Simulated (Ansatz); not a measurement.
Ansatz (a program for electronic structure), DFT, r2SCAN, plane waves, its soft PAW files of 3 December: Rb(PRh)2, supercell, atoms displaced (from the phase in space group 139, mp-1207113) (P8Rb4Rh8), 20 atoms. Basis and mesh were picked for this test and aren't claimed converged.

```yaml
cell: 14.86, 14.86, 7.43 Å; 149.5, 149.5, 43.7°
distance_to_the_nearest_atom: 2.25 to 3.49 Å
task: single point
k mesh: 2×2×6
hamiltonian.xc: r2scan
kind_of_files: paw
scf.occupations.method: fermi_dirac
scf.occupations.width: 0.05 eV
output.forces: true
binding of workers (--pin): off
k-point pools (--kpoint-pools): 1
memory maximum (--max-ram): 8GiB
accuracy: medium (default)
basis.precision: auto (default)
basis.xc_grid: 4 (default)
scf.eigensolver.kind: auto (default)
scf.convergence.dr2_threshold: 4.21869e-07 (default)
scf.lower_state_search: light (default)
k-points after symmetry: 16
bands_at_the_start: 126
electrons: 212
plane waves at Γ: 10719
cutoff (eV): 500
FFT grid: 60×60×60
symmetry_operations: 1
```

One run each.

All on 4 threads. Base settings, kept where nothing else is said: scf.mixing.algorithm = auto (default), scf.mixing.preconditioner = auto (default) (scf.mixing.beta, scf.mixing.ndim not set). The settings tried:
- scf.mixing.algorithm = broyden, scf.mixing.preconditioner = none
- scf.mixing.algorithm = broyden, scf.mixing.beta = 0.7
- scf.mixing.preconditioner = local_kerker
- scf.mixing.algorithm = broyden, scf.mixing.beta = 1
- scf.mixing.preconditioner = none
- scf.mixing.preconditioner = kerker
- scf.mixing.preconditioner = kerker_dos
- scf.mixing.preconditioner = ldos
- scf.mixing.algorithm = broyden, scf.mixing.preconditioner = kerker
- scf.mixing.preconditioner = resta
- scf.mixing.algorithm = broyden, scf.mixing.beta = 0.3
- scf.mixing.algorithm = msr1
- the base settings
- scf.mixing.algorithm = anderson, scf.mixing.ndim = 4
- scf.mixing.algorithm = broyden, scf.mixing.beta = 0.1
- scf.mixing.algorithm = anderson, scf.mixing.ndim = 1
- scf.mixing.algorithm = broyden
- scf.mixing.algorithm = anderson

Q: Predict which of these converge in the fewest SCF iterations.

A: Fewest SCF iterations, with those close behind: scf.mixing.preconditioner = ldos (10); scf.mixing.preconditioner = local_kerker (12). Most among those that reach the base run's result: scf.mixing.algorithm = anderson, scf.mixing.ndim = 1 (49). All converged. In the base run the program took: scf.mixing.algorithm MSR1, scf.eigensolver.kind band_cg, --slots 4.

```csv
setting,SCF iterations,applications of H to a band,end
scf.mixing.preconditioner = ldos,10,49667,converged
scf.mixing.preconditioner = local_kerker,12,50754,converged
scf.mixing.preconditioner = kerker_dos,14,57398,converged
"scf.mixing.algorithm = broyden, scf.mixing.beta = 1",14,59350,converged
the base settings,15,63433,converged
scf.mixing.algorithm = msr1,15,63433,converged
scf.mixing.algorithm = broyden,15,59807,converged
scf.mixing.algorithm = anderson,15,60462,converged
scf.mixing.preconditioner = kerker,15,63433,converged
"scf.mixing.algorithm = broyden, scf.mixing.preconditioner = kerker",15,59807,converged
"scf.mixing.algorithm = broyden, scf.mixing.beta = 0.7",15,63925,converged
"scf.mixing.algorithm = broyden, scf.mixing.beta = 0.3",16,68687,converged
scf.mixing.preconditioner = none,17,72865,converged
scf.mixing.preconditioner = resta,17,72865,converged
"scf.mixing.algorithm = broyden, scf.mixing.preconditioner = none",18,74765,converged
"scf.mixing.algorithm = anderson, scf.mixing.ndim = 4",18,65473,converged
"scf.mixing.algorithm = broyden, scf.mixing.beta = 0.1",24,80420,converged
"scf.mixing.algorithm = anderson, scf.mixing.ndim = 1",49,114931,converged
```

6 planned settings were not run, for want of time.

Keys are those of Ansatz 0.2.
